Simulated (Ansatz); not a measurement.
BaMgF4 (Cmc2₁, No. 36, 12 atoms in the cell; start COD 2104453)

Method: LDA in Ansatz (plane waves, PAW).

Numerical settings: plane-wave cutoff 520 eV, 8×8×6 k mesh (along the axes of the cell as run), Fermi–Dirac smearing 0.01 eV, scalar-relativistic PAW data made under PBE.

Cell (relaxed at this level):

```cif
data_Ba2F8Mg2
_chemical_formula_sum 'Ba2 Mg2 F8'
_space_group_name_H-M_alt 'P 1'
_space_group_IT_number 1
_cell_length_a 7.35840
_cell_length_b 7.35840
_cell_length_c 5.71346
_cell_angle_alpha 90.000
_cell_angle_beta 90.000
_cell_angle_gamma 148.119
loop_
_space_group_symop_operation_xyz
  'x, y, z'
loop_
_atom_site_label
_atom_site_type_symbol
_atom_site_fract_x
_atom_site_fract_y
_atom_site_fract_z
_atom_site_occupancy
Ba1 Ba 0.85196 0.14804 0.03978 1
Ba2 Ba 0.14804 0.85196 0.53978 1
Mg1 Mg 0.41376 0.58624 0.50113 1
Mg2 Mg 0.58624 0.41376 0.00113 1
F1 F 0.92160 0.07840 0.49177 1
F2 F 0.07840 0.92160 0.99177 1
F3 F 0.47364 0.52636 0.18781 1
F4 F 0.52636 0.47364 0.68781 1
F5 F 0.33171 0.66829 0.76729 1
F6 F 0.66829 0.33171 0.26729 1
F7 F 0.30221 0.69779 0.30302 1
F8 F 0.69779 0.30221 0.80302 1
```

```yaml
band_gap: 7.21 eV (on the SCF k mesh)
```

Note: the relaxation could not lower the start's symmetry, so the cell can be a saddle point above a distorted one.

Spin–orbit coupling is not included.

Ansatz is a program for electronic structure.
